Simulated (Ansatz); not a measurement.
**The (111)B surface of zinc-blende AlAs, As-terminated, 2x2 with 1 H on 4 top atoms (bottom of the slab: 3 H on 4 bottom sites)**

The numbers are results of PBE (plane waves to 420 eV, PAW; Ansatz, an electronic-structure program), not measurements.

Set-up: 36 atoms, 13.9 Å thick at the start with caps and adatoms (thin: gaps and levels are the slab's own); mesh 3x3x1; 0.025 eV smearing; dipole correction on; 8 atoms held, the rest relaxed; start symmetry kept, larger cells not searched; no spin (in PBE a spin-polarised start ends 0.14 eV a cell lower), no spin-orbit, no U. The slab shows no gap over 0.04 eV on its mesh. In PBE it lies 0.03 eV a 1x1 cell over the lowest computed structure of the same composition (2x2 with 1 H on 4 top atoms, spin-polarised start).

The work function of the top face is 5.55 eV, the energy released by relaxation comes out as 0.68 eV and the cost comes out as about 15 core-minutes (a rough figure).
